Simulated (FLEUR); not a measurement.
Band structure of MgPd3 (Pm-3m, 4 atoms in the cell).

```
CELL_PARAMETERS angstrom
      3.96476     0.00000     0.00000
      0.00000     3.96476     0.00000
      0.00000     0.00000     3.96476
ATOMIC_POSITIONS crystal
  Mg 0.00000 0.00000 0.00000
  Pd 0.00000 0.50000 0.50000
  Pd 0.50000 0.00000 0.50000
  Pd 0.50000 0.50000 0.00000
```

Computed with PBEsol, all-electron FLAPW (FLEUR), scalar-relativistic valence.

Settings: Kmax = 4.1 1/bohr; GmaxXC = 12.3 1/bohr; xcFunctional = PBEs; jspins = 1; l_soc = F; mode = hist; fermiSmearingEnergy = 0.00367493 Htr; mesh (inpgen div1-3) = 7 7 7; inpgen gamma flag = false; Gmax = 12.3 1/bohr; numbands = 0; maxIterBroyd = 99; imix = Anderson; alpha = 0.05.

The starting cell comes from a database of computed structures (which also holds hypothetical and non-ambient phases and stackings), without a prior relaxation at this level. Its lattice was rescaled by a random factor within 2.5 % of one. Spin polarisation is off. Values depend on the basis (sphere radii, cutoffs, local orbitals), which need not be converged.

Levels in eV from the Fermi level, bands 26 to 33:
| point | 26 | 27 | 28 | 29 | 30 | 31 | 32 | 33 |
|---|---|---|---|---|---|---|---|---|
| Γ | -0.11 | 0.25 | 0.25 | 0.25 | 2.53 | 2.53 | 2.53 | 7.95 |
| X | -1.49 | -1.49 | -1.28 | -0.62 | 0.25 | 6.52 | 6.52 | 7.42 |
| M | -1.76 | -1.20 | -1.20 | -0.74 | 0.35 | 1.89 | 1.89 | 9.09 |
| R | -0.06 | -0.06 | -0.06 | 0.19 | 0.19 | 0.19 | 0.99 | 5.25 |
